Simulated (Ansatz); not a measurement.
# MoS2: response to strain

Take MoS₂ in the 2H-MoS2 type structure (space group P6_3/mmc, No. 194; layered, stacked along the Cartesian z axis) as the base.

```yaml
crystal:
  lattice:
    - [3.14944, 0.00000, 0.00000]
    - [-1.57472, 2.72750, 0.00000]
    - [0.00000, 0.00000, 12.09150]
  atoms:
    - { symbol: Mo, position: [0.33333, 0.66667, 0.25000] }
    - { symbol: Mo, position: [0.66667, 0.33333, 0.75000] }
    - { symbol: S, position: [0.33333, 0.66667, 0.62050] }
    - { symbol: S, position: [0.66667, 0.33333, 0.12050] }
    - { symbol: S, position: [0.66667, 0.33333, 0.37950] }
    - { symbol: S, position: [0.33333, 0.66667, 0.87950] }
```

Cartesian axes are those of the cell as printed.

Strains are applied to the cell and any free atomic positions relax; under biaxial strain the out-of-plane vector relaxes too.

The values are results of Ansatz (an electronic-structure program), PBE-D3(BJ), PAW, cutoff 420 eV, no spin-orbit coupling, earlier PAW set, not measurements.

```json
[
 {"case": "base", "shortest interatomic distance": "2.400 Å", "smallest direct gap": "1.70 eV", "band gap": "0.78 eV"},
 {"case": "biaxial strain −1.01 %, plane normal [001], relaxed out of plane", "shortest interatomic distance": "2.393 Å", "smallest direct gap": "1.82 eV", "band gap": "0.80 eV"},
 {"case": "biaxial strain −0.24 %, plane normal [001], relaxed out of plane", "shortest interatomic distance": "2.398 Å", "smallest direct gap": "1.73 eV", "band gap": "0.78 eV"},
 {"case": "biaxial strain +0.52 %, plane normal [001], relaxed out of plane", "shortest interatomic distance": "2.403 Å", "smallest direct gap": "1.64 eV", "band gap": "0.76 eV"}
]
```

Stability against distortions was not tested.
